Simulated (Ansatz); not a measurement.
The cell is made up: elements placed on another compound's structure type, so the phase may be hypothetical.

By r2SCAN, the system below comes out a metal.

A figure of merit of an interconnect metal is its ballistic conductance per area.

Here is the system:

```xyz
8
Lattice="4.1571 0.0000 0.0000 0.0000 6.4714 0.0000 0.0000 3.2357 5.6044" Properties=species:S:1:pos:R:3 pbc="T T T"
Y      0.0000     4.1807     0.0000
Y      0.0000     4.3810     3.6206
Y      0.0000     1.1453     1.9838
Si     2.0785     6.4714     3.7363
Si     2.0785     3.2357     1.8681
Si     2.0785     1.6931     0.0000
Si     2.0785     5.6248     1.4663
Si     2.0785     2.3891     4.1381
```

Space group of this cell: P-62m. The cell was relaxed by PBE-D3(BJ); by r2SCAN its mean pressure is 3.8 GPa.

The current flows along the normal of the first two printed cell vectors. No spin-orbit coupling; the value is a mean over 0.1 eV about the Fermi level.

### Question
State the ballistic conductance per area according to r2SCAN in Ansatz (a program for electronic structure).

### Answer
0.29 × 10¹⁵ S/m² for both spins.
